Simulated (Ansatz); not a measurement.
The parent structure is FeGe (space group P6/mmm, No. 191; ferromagnetic; a cell from a computed database, its experimental status unchecked).

```
CELL_PARAMETERS angstrom
      4.99086     0.00000     0.00000
     -2.49543     4.32221     0.00000
      0.00000     0.00000     4.11649
ATOMIC_POSITIONS crystal
  Fe 0.50000 0.00000 0.00000
  Fe 0.50000 0.50000 0.00000
  Fe 0.00000 0.50000 0.00000
  Ge 0.00000 0.00000 0.00000
  Ge 0.33333 0.66667 0.50000
  Ge 0.66667 0.33333 0.50000
```

Cartesian axes are those of the cell as printed.

Level of theory: Ansatz (a program for electronic structure), r2SCAN, PAW, cutoff 500 eV, without spin-orbit coupling, earlier PAW set.

Before the change:

* **Pressure**: 0.0 GPa
* **Largest site moment**: 2.40 μB
* **Volume per atom**: 14.80 Å³

Modification: biaxial strain −2.12 %, plane normal [001], relaxed out of plane (Cartesian); in-plane vectors clamped, the third vector and the atoms free.

Question: What happens to the pressure, largest site moment, volume per atom and energy relative to the base?

Answer: The pressure (mean of the normal stresses, compression positive) goes from zero to 4.8 GPa; the largest site moment drops by 0.12 μB to 2.28 μB; the volume per atom shrinks by 0.53 Å³ to 14.27 Å³; the energy rises by 14 meV/atom.

Other magnetic orders, which the real material may have, were not ruled out. Without a gap, meshes like the base's 11×11×11 leave anisotropic stresses uncertain by several tenths of a GPa, and small strain energies with them. No phonon test of stability was made.
